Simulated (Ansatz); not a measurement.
# Defect calculation: Ga interstitial in silicon

The numbers are results of PBE, PAW (plane waves to 420 eV; Ansatz, a first-principles code), not measurements. Cell: 64 sites, 2×2×2; final energies on a 2×2×2 shifted mesh. Site at the start: void with 4Si nearest. Energies of charged states are corrected for periodic images (point charge plus alignment at distant sites). Dielectric constants: PBE linear response of the host. Host gap at this level: 0.61 eV. A cell of this size leaves errors of a few tenths of an eV. Levels are measured in PBE's own, too narrow, gap. Spin–orbit coupling is left out. Each state is the lowest found from its start.

Formation energies E_f are given with the Fermi level at the valence-band maximum. Chemical conditions: host crystal and elements as references (Δμ(Ga) = 0.00 eV; Ga taken from its element, since no compound that bounds it was computed at this level; only phases computed here count, gases as isolated molecules at 0 K). Reference phases: Ga: alpha gallium.

The name describes the start; the neighbours show where the added atom ended.

```json
[
 {"charge": "+2†", "moment (μB)": "0.9", "point group": "–", "largest move off a lattice site (Å)": "0.14", "neighbours of the added atom at the end (Å)": "Si 2.49, Si 2.50, Si 2.50, Si 2.50", "image correction with alignment (eV)": "0.87", "E_f, host crystal and elements as references (eV)": "–"},
 {"charge": "+1", "moment (μB)": "not spin-polarised", "point group": "Td", "largest move off a lattice site (Å)": "0.13", "neighbours of the added atom at the end (Å)": "Si 2.50, Si 2.50, Si 2.50, Si 2.50", "image correction with alignment (eV)": "0.32", "E_f, host crystal and elements as references (eV)": "2.11"},
 {"charge": "0†", "moment (μB)": "fractional", "point group": "–", "largest move off a lattice site (Å)": "0.14", "neighbours of the added atom at the end (Å)": "Si 2.50, Si 2.50, Si 2.50, Si 2.50", "image correction with alignment (eV)": "0.00", "E_f, host crystal and elements as references (eV)": "2.81"},
 {"charge": "−1†", "moment (μB)": "not spin-polarised", "point group": "–", "largest move off a lattice site (Å)": "0.14", "neighbours of the added atom at the end (Å)": "Si 2.51, Si 2.51, Si 2.51, Si 2.51", "image correction with alignment (eV)": "-0.11", "E_f, host crystal and elements as references (eV)": "–"}
]
```

† Not settled in this cell, so no level is given: charge +2: a level filled in part, carriers not clearly localised, level within 0.1 eV of a band edge or past it; charge 0: fractional moment, a level filled in part, carriers not clearly localised, level within 0.1 eV of a band edge or past it; charge −1: a level filled in part, carriers not clearly localised, level within 0.1 eV of a band edge or past it.

Point groups are those of the whole cell at tolerances of 0.03 and 0.1 Å ("near" where only the looser one holds); none is given for unsettled states.

No other site or start that was run ended lower by more than 0.1 eV.
